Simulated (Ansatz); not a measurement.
Take Be2C (space group Fm-3m, No. 225; a = 4.311 Å) as the base. Axes: x, y, z lie along the cube axes.

Computed with DFT with PBEsol, PAW potentials and a 420 eV plane-wave cutoff in Ansatz (an electronic-structure program), no spin-orbit coupling.

Strains are applied to the cell and any free atomic positions relax; under biaxial strain the out-of-plane vector relaxes too.

One change was made to it. Results:

```tsv
quantity	base	after
shortest interatomic distance	186.7 pm	183.9 pm
energy relative to the base (free energy F)	0 meV/atom	+6.5 meV/atom
```

Q: Which change produced these results?
(A) biaxial strain −1.25 %, plane normal [111], relaxed out of plane
(B) biaxial strain +0.83 %, plane normal [111], relaxed out of plane
(C) biaxial strain +2.50 %, plane normal [111], relaxed out of plane
(D) biaxial strain −1.67 %, plane normal [111], relaxed out of plane
(E) biaxial strain −2.08 %, plane normal [111], relaxed out of plane

A: D, biaxial strain −1.67 %, plane normal [111], relaxed out of plane. For comparison, the energy relative to the base in the other runs: biaxial strain −1.25 %, plane normal [111], relaxed out of plane gives +3.6 meV/atom; biaxial strain +0.83 %, plane normal [111], relaxed out of plane gives +1.5 meV/atom; biaxial strain +2.50 %, plane normal [111], relaxed out of plane gives +13 meV/atom; biaxial strain −2.08 %, plane normal [111], relaxed out of plane gives +10 meV/atom.

Stability against distortions was not tested.
